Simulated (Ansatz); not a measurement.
## Computed paths: interstitial Al in 4H silicon carbide, charge state +3

System: interstitial Al in 4H silicon carbide (charge state +3). These are PBE, PAW (plane waves to 420 eV; Ansatz, a program for electronic structure) values and carry that method's errors.

Cell of 72 host sites held at the relaxed PBE lattice; the Γ point alone; Fermi-Dirac width 0.01 eV, spin-restricted; finite-size errors left in. Static, classical nuclei. The charge state is imposed; whether it is stable for some Fermi level was not computed. Sites that were not tried may lie lower.

Barriers: single points on a 2×2×2 k-point mesh shifted by half a step along c at the bands' geometries (they differ from the bands' own by up to 0.11 eV, and are uncertain by about as much).

```tsv
Route	Start site over the lowest site run (eV)	Hop (Å)	Forward barrier (eV)	Backward barrier (eV)	Neighbours at the start	Neighbours at the saddle	Saddle order	Forward, on the band's own sampling (eV)
a direct jump of one Al atom	0.00	2.34	3.18	2.64	3 C at 1.89, C at 1.90; 6 Si at 2.38 Å	3 C at 1.89; 3 Si at 2.13 Å	not checked, on a symmetry element	3.29
```

Paths come from climbing-image nudged elastic band runs.  A band can be held on a symmetry element, so unchecked saddle points there may be too high. A further band (a concerted move, in which Al travels most, 2.26 Å) gave 4.09 eV forward on its own sampling, 4.09 eV above the lowest site run, but a shoulder points to a second hump between its images, so it is not taken as a result. A further band (a direct jump of one Al atom, 3.09 Å) gave 2.93 eV forward on its own sampling, 2.93 eV above the lowest site run, but a shoulder points to a second hump between its images, so it is not taken as a result.
